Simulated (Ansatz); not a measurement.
Start from TiAl (space group P4/mmm, No. 123; a = 2.8127 Å, c = 4.0616 Å; relaxed with 0.1 eV smearing). Axes: x, y, z lie along a, b, c of the conventional cell.

Structures relaxed with r2SCAN (Ansatz, a program for electronic structure; PAW; 500 eV plane waves; without spin-orbit coupling).

Base:

Simulated powder pattern, Mo Kα, λ = 0.71073 Å (kinematic, ideal powder, no thermal factors, no anomalous dispersion; the 14 strongest lines at most, above 2 %, up to 2θ = 40°):

| 2θ (°) | I/Imax (%) | hkl |
|---|---|---|
| 10.04 | 8.2 | (001) |
| 14.52 | 6.5 | (100) |
| 17.68 | 100 | (101) |
| 20.16 | 17 | (002) |
| 20.59 | 32 | (110) |
| 22.95 | 3.1 | (111) |
| 24.93 | 2.3 | (102) |
| 28.97 | 22 | (112) |
| 29.27 | 11 | (200) |
| 33.87 | 13 | (103) |
| 34.40 | 24 | (211) |
| 35.80 | 10 | (202) |

After one change:

Simulated powder pattern, Mo Kα, λ = 0.71073 Å (kinematic, ideal powder, no thermal factors, no anomalous dispersion; the 14 strongest lines at most, above 2 %, up to 2θ = 40°):

| 2θ (°) | I/Imax (%) |
|---|---|
| 10.04 | 16 |
| 17.39 | 100 |
| 17.68 | 95 |
| 20.16 | 33 |
| 20.33 | 64 |
| 28.54 | 11 |
| 28.78 | 43 |
| 29.27 | 10 |
| 33.71 | 12 |
| 33.78 | 25 |
| 33.87 | 12 |
| 34.25 | 23 |
| 35.19 | 11 |
| 35.80 | 9.9 |

Question: Which change produced these results?
A) uniaxial strain ε_xx = +0.50 %
B) uniaxial strain ε_xx = +1.00 %
C) uniaxial strain ε_xx = +2.50 %
D) uniaxial strain ε_xx = +1.50 %

Answer: C, uniaxial strain ε_xx = +2.50 %. Its volume per atom is 16.47 Å³ against 16.07 Å³, and its space group is Pmmm (No. 47).

No phonon test of stability was made. The final runs are not spin-polarised.
